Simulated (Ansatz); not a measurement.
Results of PBE0 in Ansatz (PAW) for AlPO₄ (I-4, No. 82; cell taken from a computed entry).

Run with plane-wave cutoff 500 eV, 6×6×6 k mesh, gaussian smearing 0.02 eV, scalar-relativistic PAW data made under PBE.

Cell (relaxed with PBEsol):

```
AlO4P
1.0
   -2.51924     2.51924     3.70407
    2.51924    -2.51924     3.70407
    2.51924     2.51924    -3.70407
Al P O
1 1 4
Direct
  0.00000   0.00000   0.00000
  0.75000   0.25000   0.50000
  0.96538   0.59852   0.82832
  0.40148   0.22981   0.36686
  0.77019   0.13706   0.17168
  0.86294   0.03462   0.63314
```

Task: What does this level give for the band gap?

Result: 
* **band gap**: 8.33 eV (on the SCF k mesh)

Note: cell and atoms aren't relaxed at this level (pressure -2.3 GPa).

Computed values are for the static lattice.

Cost on a shared machine: roughly 3 core-minutes.

Ansatz is a quantum-chemistry and plane-wave program.
